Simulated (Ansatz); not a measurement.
# What Pt → Ir does to Pt

The reference is Pt in the fcc (Cu type) structure (space group Fm-3m, No. 225; a = 3.9403 Å).

Now apply this change: Ir takes the place of Pt on all its sites, then cell and atoms are relaxed.

The values are results of DFT with r2SCAN, PAW potentials and a 500 eV plane-wave cutoff in Ansatz (a program for electronic structure), without spin-orbit coupling, not measurements. k-mesh 21×21×21 (Γ-centred); smearing 0.05 eV (Fermi–Dirac), for the changed cell.

The volume per atom shrinks by 1.09 Å³ (15.29 Å³ → 14.20 Å³) and the density rises by 1.29 g/cm³ (21.18 g/cm³ → 22.47 g/cm³). The band gap is still zero.

Stability against distortions was not tested. The final runs are not spin-polarised.
